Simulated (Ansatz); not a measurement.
An Ansatz (a first-principles code) input (PBEsol/PAW in Ansatz, spin-orbit coupling left out):

Ansatz 0.2 input:
```yaml
crystal:
  lattice:
    - [0, 3.2196470515, 3.12305764]
    - [3.2196470515, 0, 3.12305764]
    - [3.2196470515, 3.2196470515, 0]
  atoms:
    - { symbol: Mg, position: [0, 0, 0] }
    - { symbol: Te, position: [0.25, 0.25, 0.25] }
basis: { ecutwfc: 420, ecutrho_ratio: 4, xc_grid: 2, fft_grid_basis: typed }
kpoints: { mp_grid: { grid: [9, 9, 9] } }
hamiltonian:
  xc: pbesol
  dispersion: none
  pseudopotentials: { kind: paw }
scf: { occupations: { method: fermi_dirac, width: 0.05 }, convergence: { dr2_threshold: 0.0000000002 } }
relax: { f_tol: 0.005, max_steps: 50 }
output: { forces: true, stress: true }
checkpoint: { write: state.ck, write_every: 1000 }
```

Which symmetry and how many k-points will the program report, and about how many plane waves at Γ?

Space group I-4m2 (ITA 119) with 8 operations, k-points 75 of 729, and 1259 plane waves at Γ.

And the final pressure?

1.15 GPa (compression positive).

The cells carry an imposed strain or load. Whether these cells are dynamically stable was not tested. The cell was made from MgTe in the zinc blende structure (space group F-43m, No. 216) by this change: uniaxial strain ε_zz = −3.00 %.
